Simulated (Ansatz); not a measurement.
Consider a 16-atom cell of Ta(N,C) started in the rock salt structure, site fractions N 0.625, C 0.375, short-range order -0.07 in the first shell of the mixed sites (0 is random, a negative value favours unlike neighbours), space group R-3m at the end, an ordered arrangement that its symmetry holds. Its start:

```
CELL_PARAMETERS angstrom
      0.00554     4.45811     4.45811
      4.45811     0.00554     4.45811
      4.45811     4.45811     0.00554
ATOMIC_POSITIONS crystal
  Ta 0.01498 0.00005 0.00002
  Ta 0.99997 0.98502 0.49996
  Ta 0.99995 0.49998 0.98500
  Ta 0.00570 0.50570 0.50570
  Ta 0.49430 0.99430 0.99430
  Ta 0.50002 0.00005 0.51497
  Ta 0.50004 0.51499 0.00003
  Ta 0.48501 0.49998 0.49995
  N  0.25000 0.25000 0.25000
  C  0.25000 0.25000 0.75000
  C  0.25000 0.75000 0.25000
  N  0.25001 0.74998 0.75003
  N  0.75001 0.24998 0.25003
  N  0.74999 0.24999 0.75001
  N  0.75002 0.74998 0.25002
  C  0.75000 0.75000 0.75000
```

The mixing enthalpy is taken against the end members in the rock salt type (which need not be the stable form of TaN), relaxed in the same cell and mesh, with TaN held in the symmetric form, which may not be a minimum.

Method: PBE (plane waves to 420 eV, PAW; Ansatz, a first-principles code). No spin–orbit coupling; the runs are not spin-polarised. Its k-point mesh 5×5×5, Fermi–Dirac width 0.05 eV.

| end member | weight | volume per atom (Å³) |
|---|---|---|
| TaN | 0.625 | 10.77 |
| TaC | 0.375 | 11.20 |

Problem. Predict the alloy's volume, bond lengths and mixing enthalpy.

Solution. 
| Quantity | Result |
|---|---|
| volume per atom | 11.02 Å³ |
| N–Ta bonds | 2.263 Å on average, from 2.206 to 2.292 (30) |
| C–Ta bonds | 2.166 Å on average, from 2.161 to 2.177 (18) |
| mixing enthalpy per site of the mixed sublattice | -89 meV |
| departure of the mean lattice parameter from Vegard's line | +0.3 % |
